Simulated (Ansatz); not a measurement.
Take MgS in the rock salt structure (space group Fm-3m, No. 225; a = 5.2030 Å) as the base. Axes: x, y, z lie along the cube axes.

Method: r2SCAN (Ansatz, a program for electronic structure), spin-orbit coupling left out.

Modification: uniaxial strain ε_zz = +1.00 %, all other strain components held at zero; the atoms relax in the strained cell.

Task: Predict the stress tensor and what it implies for the stiffness.

Result: Stress of the strained cell less that of the base (GPa, compression positive):
```
  -0.43    0.00    0.00
   0.00   -0.43    0.00
   0.00    0.00   -1.42
```

Then −Δσ_ii/ε with ε = 0.0100 gives relaxed-ion elastic constants: C33 ≈ 142 GPa, C13 ≈ 43 GPa and C23 ≈ 43 GPa.

Stability against distortions was not tested.
